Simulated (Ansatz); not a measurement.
# ZnGeAs$_{2}$ in the chalcopyrite structure (space group I-42d, No. 122)

```
CELL_PARAMETERS angstrom
     -2.82745     2.82745     5.59366
      2.82745    -2.82745     5.59366
      2.82745     2.82745    -5.59366
ATOMIC_POSITIONS crystal
  As 0.37500 0.37369 0.49869
  As 0.62631 0.12500 0.00131
  As 0.87500 0.87631 0.50131
  As 0.12369 0.62500 0.99869
  Ge 0.50000 0.50000 0.00000
  Ge 0.25000 0.75000 0.50000
  Zn 0.00000 0.00000 0.00000
  Zn 0.75000 0.25000 0.50000
```

The values are results of PBEsol (Ansatz, a program for electronic structure; PAW; 420 eV plane waves; no spin-orbit coupling), not measurements. Settings: 8×8×8 k-points, 0.05 eV Fermi–Dirac smearing.

| Quantity | Value |
|---|---|
| Volume per atom | 22.36 Å³ |
| Density | 5.35 g/cm³ |
| Band gap | 0.16 eV, direct at Γ |
| Total energy | -4290.243 eV/atom (σ→0; compares only within this code and set-up) |

Gaps are read on the SCF mesh and a high-symmetry path. No phonon test of stability was made. The zero or small gap of ZnGeAs2 can change with the level of theory.
